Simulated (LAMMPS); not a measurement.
MD from the melt across the composition of Ni (fcc) with a share x of Ni sites Pt; each row has its own temperature.

Level of theory: classical MD, pair style eam, the elements' _u3.eam files (universal-3 set of Foiles, Baskes and Daw) (LAMMPS).

| x | volume | state | enthalpy | self-diffusion coefficient of Ni (not corrected for cell size) | viscosity | T (K) |
|---|---|---|---|---|---|---|
| 0.25 | 13.549 ± 0.002 Å³/atom | liquid | -4.2415 ± 0.0005 eV/atom | (3.14 ± 0.04) × 10^-5 cm²/s | 4.4 ± 0.6 mPa s | 1720 |
| 0.5 | 14.4431 ± 0.0009 Å³/atom | liquid | -4.6013 ± 0.0002 eV/atom | (3.38 ± 0.03) × 10^-5 cm²/s | 4.7 ± 0.6 mPa s | 1790 |
| 0.75 | 15.406 ± 0.001 Å³/atom | liquid | -4.8715 ± 0.0003 eV/atom | (3.64 ± 0.02) × 10^-5 cm²/s | - | 1860 |

Caution: a run this short can hold a crystal over, or a liquid under, the potential's own melting point, which these runs don't give.

States go by the mean squared displacement: a species diffuses where it passes 1.5 Å², still rises and gives D over 1e-6 cm²/s; a crystal has left its structure where atoms lie 0.35 Å off their sites on average or a cubic box changes its shape by 3 %, or the axial ratios of another lie 8 % off the starting cell's, which the potential's own relaxation can also do.

Errors of D are the spread over four groups of atoms in one short run; a floor of about 5 %, a picked value, is safer.

Uncertainties are statistical and leave out the potential's own error.
